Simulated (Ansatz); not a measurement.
The reference is BeS in the zinc blende structure (space group F-43m, No. 216; a = 4.8760 Å).

One thing is altered: hydrostatic tension (pressure −1 GPa).

Levels (all Ansatz, a quantum-chemistry and plane-wave program, PAW): PBE (420 eV, scalar-relativistic without spin-orbit coupling); PBE+SOC (420 eV, noncollinear with spin-orbit coupling).

The geometry is relaxed with PBE.

- PBE band gap = 3.17 eV
- PBE valence-band top at Γ = 0.00, 0.00, 0.00 eV

Task: Predict the hole mass, band gap and valence-band top at Γ from PBE+SOC.

Result: The hole mass (degenerate bands, along [100]) amounts to 0.39, 0.58 mₑ (at Γ); the band gap falls by 0.03 eV to 3.14 eV; the valence-band top at Γ (three highest Kramers pairs, from the VBM) changes from 0.00, 0.00, 0.00 eV to 0.00, 0.00, -0.10 eV. The threefold valence maximum splits by Δso ≈ 0.10 eV.

Single points use the geometry relaxed with PBE. Differences between runs with and without spin-orbit coupling are approximate. Load acts through the strain it causes; cell and atoms are relaxed under it. Effective masses come from finite differences of ±0.01 Å⁻¹. Stability against distortions was not tested.
